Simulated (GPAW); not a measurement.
Input and output of a self-consistent single point for NbN (Fm-3m, 2 atoms in the cell) (GPAW).

Method of the run: PBE+U, GPAW PAW datasets PBE (gpaw-data 1.0.1) (plane waves; GPAW).

```
CELL_PARAMETERS angstrom
      0.00000     2.21444     2.21444
      2.21444     0.00000     2.21444
      2.21444     2.21444     0.00000
ATOMIC_POSITIONS crystal
  Nb 0.50000 0.50000 0.50000
  N  0.00000 0.00000 0.00000
```

Reference input (self-consistent single point, DFT PBE, plane waves, GPAW PAW datasets PBE (gpaw-data 1.0.1)): mode = pw; ecut = 950 eV; xc = PBE; kpts = 13 13 13; mesh shift (steps) = 0 0 0; occupations.name = methfessel-paxton; occupations.width = 0.05 eV; occupations.order = 0; nbands = -6; symmetry.symmorphic = false; symmetry.tolerance = 0.0005; maxiter = 100. This run's input differs from it in these lines:

```diff
@@ -14,2 +14,3 @@
             xc='PBE',
+            setups={'Nb': ':d,1.0'},
             kpts=(13, 13, 13),
```

Log, with long lists cut:

```
     iter     time        total  log10-change:
                         energy   eigst   dens
iter:   1 --:--:--   -23.141254
iter:   2 --:--:--   -22.127178   -1.10  -0.92
iter:   3 --:--:--   -19.770711   -0.68  -0.98
iter:   4 --:--:--   -19.755954   -1.93  -1.36
iter:   5 --:--:--   -19.695394   -1.38  -1.43
iter:   6 --:--:--   -19.688961   -2.55  -2.08
iter:   7 --:--:--   -19.681738   -2.16  -2.24
iter:   8 --:--:--   -19.670013   -2.96  -2.06
iter:   9 --:--:--   -19.670175   -3.93  -3.13
iter:  10 --:--:--   -19.670201c  -4.28  -3.09
iter:  11 --:--:--   -19.670066c  -5.11  -3.35
iter:  12 --:--:--   -19.670066c  -6.33  -4.38c
iter:  13 --:--:--   -19.670066c  -8.35c -4.42c
Converged after 13 iterations.

Dipole moment: (-0.000000, -0.000000, -0.000000) |e|*Ang

Energy contributions relative to reference atoms: (reference = -105387.869293)

Kinetic:         +7.086283
Potential:      -12.651145
External:        +0.000000
XC:             -14.045844
Entropy (-ST):   -0.000769
Local:           -0.058976
SIC:             +0.000000
--------------------------
Free energy:    -19.670451
Extrapolated:   -19.670066

Showing only first 2 kpts
 Kpt  Band  Eigenvalues  Occupancy
  0     7     11.16414    2.00000
  0     8     12.49308    2.00000
  0     9     12.49308    2.00000
  0    10     12.49308    2.00000

  1     7     10.79794    2.00000
  1     8     12.24860    2.00000
  1     9     13.12373    2.00000
  1    10     13.12373    2.00000

Fermi level: 14.48705

No gap
No difference between direct/indirect transitions
Energy (eV): -19.670066

Forces in eV/Ang:
  0 Nb    0.00000    0.00000    0.00000
  1 N    -0.00000    0.00000    0.00000

Stress tensor:
     0.012761     0.000000     0.000000
     0.000000     0.012761     0.000000
     0.000000     0.000000     0.012761
Stress (GPa, Voigt): [2.0445 2.0445 2.0445 0.     0.     0.    ]
```

The run converged in 13 iterations. GPAW prints stress with tension positive. 

At such cutoffs GPAW's stress carries a finite-basis (Pulay) error, which enters relaxed cells too; its log prints stress with tension positive.

The starting cell comes from a database of computed structures (which also holds hypothetical and non-ambient phases and stackings), without a prior relaxation at this level. Its lattice was rescaled by a random factor within 2.5 % of one. Spin polarisation is off. The U value is a test value, and with U on an open shell several self-consistent states can exist.

Cost on one core of a shared machine: roughly 40 s.
